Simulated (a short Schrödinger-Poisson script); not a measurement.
From a short Schrödinger-Poisson script (our own, NumPy): one-band effective-mass equation with BenDaniel-Duke matching, electrons, heavy and light holes apart, hard walls at the outer ends, one valence edge for both holes (no strain splitting), no charge, excitons, band mixing or non-parabolicity; under a field the levels are quasi-bound states of a box, listed while three quarters of their weight lies within 4 nm of the wells.

System: single In0.4Ga0.6As/GaAs quantum well.

From the first side: 20 nm GaAs; 8 nm In0.4Ga0.6As; 20 nm GaAs.

Constants are typed, rounded textbook-type inputs, not results; the design itself was drawn at random and stands for no fabricated device. In0.4Ga0.6As: direct gap (eV) 1.024, conduction-band edge (eV) 0, electron mass (mₑ) 0.051, heavy-hole mass 0.37, light-hole mass 0.08. GaAs: direct gap (eV) 1.424, conduction-band edge (eV) 0.26, electron mass (mₑ) 0.067, heavy-hole mass 0.377, light-hole mass 0.09.

The valence-band edge of each layer lies one gap below its conduction-band edge. The electron's potential energy rises along the stack by the applied field. Mesh 0.03 nm at interfaces.

Q: Give the e1-hh1 transition at zero applied field (eV); the squared e1-hh1 overlap at zero applied field; the e1 above the well's band edge (meV).

A: e1-hh1 transition at zero applied field (eV): 1.086; squared e1-hh1 overlap at zero applied field: 0.97; e1 above the well's band edge (meV): 51.7. Excitons are left out, and strain enters only through the typed gaps and offsets, so measured lines lie elsewhere.
